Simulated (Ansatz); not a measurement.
MgO (P6₃mc, No. 186, 4 atoms in the cell; start mp-549706; a measured phase of this formula has another space group), treated with HSE06 in Ansatz (plane waves, PAW).

Numerical settings: plane-wave cutoff 520 eV, 12×12×6 k mesh (along the axes of the cell as run), finite displacements, scalar-relativistic PAW data made under PBE.

Computed at the level's own relaxed cell.

```
MgO
1.0
    3.28490     0.00000     0.00000
   -1.64245     2.84481     0.00000
    0.00000     0.00000     5.04706
Mg O
2 2
Direct
  0.33333   0.66667   0.00551
  0.66667   0.33333   0.50551
  0.33333   0.66667   0.39909
  0.66667   0.33333   0.89909
```

Harmonic phonon frequencies (cm⁻¹; i marks an imaginary mode; at Γ without the LO shift):

| q point | frequencies |
|---|---|
| Γ | 0 0 0 196 196 447 449 524 524 528 528 547 |
| M | 156 244 286 343 390 425 478 505 519 531 559 583 |
| A | 141 141 141 141 263 263 526 526 526 526 650 650 |

No imaginary mode appears at these points.

Note: the relaxation could not lower the start's symmetry, so the cell can be a saddle point above a distorted one.

A start named mp-… is a Materials Project structure, which need not be a measured phase.

Ansatz is a quantum-chemistry and plane-wave program.
